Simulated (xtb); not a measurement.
xtb 6.7.1, GFN2-xTB: Ca(Br)(OH)(tmeda) (C[N]1(C)CC[N](C)(C)->[Ca]<-1([OH])[Br]), 28 atoms. The geometry is a generated start, not checked to be a minimum at this level.

- run flags: --grad
- method: GFN2-xTB
- --acc: 1 (default)
- --etemp (K): 300 (default)
- basis functions: 73
- valence electrons: 66

```xyz
28

Ca     0.8545     0.4340     1.3458
Br     3.1479     1.3585     0.6617
O     -0.1613     0.1897     2.8567
H     -0.4894     0.1270     3.7471
C      1.9062    -2.0017    -0.3390
N      0.6400    -1.3645    -0.0092
C     -0.2453    -2.3323     0.6166
C      0.0436    -0.7927    -1.2096
C     -1.0579     0.2170    -0.8947
N     -0.5518     1.3709    -0.1638
C      0.0686     2.3324    -1.0627
C     -1.6231     2.0132     0.5827
H      1.7727    -2.8217    -1.0609
H      2.3596    -2.4049     0.5691
H      2.5938    -1.2690    -0.7620
H     -0.5099    -3.1493    -0.0741
H      0.2459    -2.7546     1.4935
H     -1.1529    -1.8432     0.9611
H      0.8373    -0.2887    -1.7687
H     -0.3739    -1.5850    -1.8565
H     -1.8205    -0.2672    -0.2805
H     -1.5344     0.5272    -1.8407
H      0.8841     1.8674    -1.6144
H      0.4941     3.1521    -0.4825
H     -0.6574     2.7429    -1.7798
H     -1.2282     2.8928     1.0943
H     -1.9909     1.3251     1.3420
H     -2.4516     2.3246    -0.0716
```

One run each on 1 thread. Values of broydamp tried: 0.02, 0.05, 0.1, 0.2, 0.4 (default), 0.6, 0.8, 1.

### Question
Predict the course of the SCC iterations along this series.

### Answer
Fewest SCC iterations, within one of each other: 0.2 with 18, 0.4 (default) with 17, 0.6 with 17. The count rises to 28 at 0.02. All converge to one solution.

| broydamp | SCC iterations | end |
|---|---|---|
| 0.02 | 28 | same solution |
| 0.05 | 25 | same solution |
| 0.1 | 21 | same solution |
| 0.2 | 18 | same solution |
| 0.4 (default) | 17 | same solution |
| 0.6 | 17 | same solution |
| 0.8 | 20 | same solution |
| 1 | 20 | same solution |
